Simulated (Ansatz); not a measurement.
C, response to strain

Start from C in the diamond structure (space group Fd-3m, No. 227).

```yaml
crystal:
  lattice:
    - [0.00000, 1.76587, 1.76587]
    - [1.76587, 0.00000, 1.76587]
    - [1.76587, 1.76587, 0.00000]
  atoms:
    - { symbol: C, position: [0.00000, 0.00000, 0.00000] }
    - { symbol: C, position: [0.25000, 0.25000, 0.25000] }
```

Strains are applied to the cell and any free atomic positions relax.

Method: LDA in Ansatz (plane waves to 420 eV, PAW, spin-orbit coupling left out).

Candidates:
(a) isotropic strain −1.00 %
(b) isotropic strain −1.50 %
(c) isotropic strain −0.50 %

Base values:

```
Item        Value
--------  -------
Band gap  4.17 eV
```

Problem. Order them by band gap, highest first.

Solution. (b) isotropic strain −1.50 % (4.29 eV), (a) isotropic strain −1.00 % (4.25 eV), (c) isotropic strain −0.50 % (4.21 eV)

Gaps are Kohn–Sham eigenvalue differences; semilocal functionals usually give less than the measured gap. Stability against distortions was not tested.

Ansatz is a first-principles code.
